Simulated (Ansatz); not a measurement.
An ideal cubic perovskite cell is held by its symmetry; such compounds can tilt or shift off centre at room temperature. The starting structures come from a database of crystals and need not be the phases stable at ambient conditions.

By PBEsol, the system below comes out a metal.

The ballistic (Sharvin) conductance counts the channels at the Fermi level: G/A = (e²/h) × channels of both spins per area.

Data:

```yaml
crystal:
  lattice:
    - [4.13085, 0.00000, 0.00000]
    - [0.00000, 5.84190, 0.00000]
    - [0.00000, 2.92095, 2.92095]
  atoms:
    - { symbol: Ba, position: [0.00000, 0.00000, 0.00000] }
    - { symbol: Ta, position: [0.50000, 0.50000, 0.00000] }
    - { symbol: O, position: [0.50000, 0.00000, 0.50000] }
    - { symbol: O, position: [0.50000, 0.50000, 0.50000] }
    - { symbol: O, position: [0.00000, 0.50000, 0.00000] }
```

Space group of this cell: Pm-3m, cubic perovskite. The cell is taken as given; by PBEsol its mean pressure is -7.9 GPa.

The current flows along the normal of the first two printed cell vectors, the (110) plane of the conventional cell. No spin-orbit coupling; the value is a mean over 0.1 eV about the Fermi level.

Q: Compute, with PBEsol (Ansatz, a first-principles code), the ballistic conductance per area.

A: 0.49 × 10¹⁵ S/m² for both spins.
